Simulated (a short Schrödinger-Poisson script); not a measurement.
Stack: MOS inversion layer, SiO2 on p-type Si(100), at 400 K.

| layer | material | thickness (nm) | Na (cm⁻³) |
|---|---|---|---|
| 1 | SiO2 | 1.8 | - |
| 2 | Si | 300 | 2.1e18 |

Constants are typed, rounded textbook-type inputs, not results; the design itself was drawn at random and stands for no fabricated device. SiO2: permittivity 3.9, conduction-band edge (eV) 3.15, gap (eV) 9, electron mass (mₑ) 0.5. Si: permittivity 11.7, conduction-band edge (eV) 0, gap (eV) 1.124, Nv at 300 K (cm⁻³) 3.1e19.

Channel valleys (confinement mass, in-plane density-of-states mass, number): Δ2 0.916, 0.19, 2; Δ4 0.19, 0.417, 4. At the gate the conduction-band edge of layer 1 lies 3.49 eV − eVg above the Fermi level of the channel; the field vanishes at the back. Gaps are held at their typed values at every temperature. Mesh 0.03 nm at interfaces.

From a short Schrödinger-Poisson script (our own, NumPy): 1D Poisson equation in equilibrium, electrons quantum, Hartree (BenDaniel-Duke, 12 states a valley, the channel's in-plane mass for all, wave functions ending at the dielectric), parabolic valleys, classical holes, full ionisation, no traps, pinning or gate leakage.

The same stack at other levels of the model or other numerical settings:

| run | sheet density of all electrons at Vg = 1.5 V (cm⁻²) | sheet density of all electrons at Vg = 0.9 V (cm⁻²) | capacitance at Vg = 1.5 V (μF/cm²) | centroid of the channel electrons at Vg = 1.5 V (nm) | rough cost against the base |
|---|---|---|---|---|---|
| base | 5.55e12 | 5.38e11 | 1.52 | 1.28 | about 1 |
| electrons treated as classical, Boltzmann | 7.78e12 | 1.56e12 | 1.78 | 0.34 | 0.03 |
| electrons treated as classical, Fermi-Dirac | 7.40e12 | 1.51e12 | 1.69 | 0.45 | 0.2 |
| mesh six times as coarse | 5.56e12 | 5.40e11 | 1.52 | 1.28 | 0.2 |
| one subband a valley | 5.53e12 | 5.29e11 | 1.52 | 1.26 | 0.4 |

The classical rows ignore confinement, and Boltzmann statistics overrate the density once the band edge passes the Fermi level.
